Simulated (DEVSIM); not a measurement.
# abrupt Si p-n junction

System: abrupt Si p-n junction, at 300 K.

```tsv
layer (left to right)	material	thickness (μm)	Nd (cm⁻³)	Na (cm⁻³)	τn (s)	τp (s)
1	Si	0.160	-	1.3e15	1.4e-6	1.4e-6
2	Si	6.50	2.3e17	-	1.4e-6	1.4e-6
```

Left contact: ohmic. Right contact: ohmic. Voltage is applied to the left contact. Recombination: SRH at mid-gap, radiative, Auger. Mobility is μmin + (μ − μmin)/(1 + (N/Nref)^α).

Constants are typed, rounded textbook-type inputs, not results; the design itself was drawn at random and stands for no fabricated device. Values at 300 K.

```
parameter           Si
-------------  -------
gap (eV)         1.124
affinity (eV)     4.05
permittivity      11.7
Nc (cm⁻³)      2.86e19
Nv (cm⁻³)       3.1e19
μn (cm²/Vs)       1417
μp (cm²/Vs)        470
μn,min              52
μp,min              45
Nref,n          9.7e16
Nref,p          2.2e17
αn                0.68
αp                0.72
B (cm³/s)      4.7e-15
Cn (cm⁶/s)     2.8e-31
Cp (cm⁶/s)     9.9e-32
```

Model (solved in DEVSIM): 1D drift-diffusion, Boltzmann statistics, complete ionisation; no tunnelling, impact ionisation, image-force lowering or self-heating.

- Potential step across the device at zero bias: 0.739 V
- Largest field in the device at zero bias: 47000 V/cm
- Dark forward voltage at 1 A/cm²: 0.384 V
- Dark forward voltage at 100 A/cm²: 0.525 V

Small-signal capacitance in reverse bias (quasi-static):

| V (V) | C (nF/cm²) |
|---|---|
| -0.2 | 59.2 |
| -0.5 | 57.5 |
| -1 | 55.1 |
| -1.5 | 53.0 |
| -2 | 51.2 |
| -3 | 48.0 |
| -4 | 45.3 |

Dark reverse current:

```json
[
 {"V (V)": "-0.20", "J (A/cm²)": "-1.0e-6"},
 {"V (V)": "-0.50", "J (A/cm²)": "-1.4e-6"},
 {"V (V)": "-1.00", "J (A/cm²)": "-1.9e-6"},
 {"V (V)": "-1.50", "J (A/cm²)": "-2.4e-6"},
 {"V (V)": "-2.00", "J (A/cm²)": "-2.9e-6"},
 {"V (V)": "-3.00", "J (A/cm²)": "-3.8e-6"},
 {"V (V)": "-4.00", "J (A/cm²)": "-4.7e-6"}
]
```
